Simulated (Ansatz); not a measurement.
Effect of uniaxial strain ε_zz = +1.00 % on Pd

Base system: Pd in the fcc (Cu type) structure (space group Fm-3m, No. 225; a = 3.9104 Å; relaxed with 0.1 eV smearing). Axes: x, y, z lie along the cube axes.

Perturbation: uniaxial strain ε_zz = +1.00 %, all other strain components held at zero, atoms relaxed at fixed cell.

The values are results of r2SCAN/PAW in Ansatz (a program for electronic structure), scalar-relativistic without spin-orbit coupling, not measurements. Settings: 29×29×29 k-points, 0.1 eV Fermi–Dirac smearing.

| quantity | base | changed | shift |
|---|---|---|---|
| volume per atom | 14.95 Å³ | 15.10 Å³ | +0.15 Å³ |
| space group | Fm-3m (No. 225) | I4/mmm (No. 139) | – |
| energy relative to the base (free energy F) | 0 meV/atom | +1.0 meV/atom | +1.0 meV/atom |
| pressure (mean of the normal stresses, compression positive) | 0.0 GPa | -1.8 GPa | -1.8 GPa |
| band gap | zero | zero | – |
| stress (xx, yy, zz, yz, xz, xy; compression positive) | – | (-1.6, -1.6, -2.1, 0.0, 0.0, 0.0) GPa | – |

Cost of the whole job for the changed cell (relaxation, final SCF and bands): roughly 90 core-seconds.

Whether these cells are dynamically stable was not tested. All final runs are without spin polarisation. Pd has a high density of states at the Fermi level and may be magnetic at this level.
